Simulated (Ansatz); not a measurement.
Structures of equal composition on the (111)A surface of zinc-blende GaAs (Ga plane on top): 2x2 Al adatom at H3; 2x2 Al adatom at T4. The slabs share one bottom face, and each structure is named by its start. These are constructed structures in small cells; real faces may alloy, dewet or reconstruct in larger ones, and not all known structures of the face are among them. Slabs of about 14 Å, Fermi-Dirac smearing of 0.025 eV. Bottom of the slabs: H caps. Relaxed from the named starts with such symmetry as they have, on meshes of like density; energies extrapolated to zero smearing; spin only where a row says so; no spin-orbit coupling, no U. Brackets mark spin-polarised runs, whose order is one that fits the cell. Where a second, spin-polarised start was run, the lower counts.

The numbers are results of PBE (plane waves to 420 eV, PAW; Ansatz, an electronic-structure program), not measurements.

### Question
Put the candidates in order of energy per 1x1 cell, lowest first, for PBE.

### Answer
2x2 Al adatom at T4 (0.000 eV, a narrow gap of 0.11 eV by band count), 2x2 Al adatom at H3 (0.025 eV, gap 0.26 eV on the mesh)
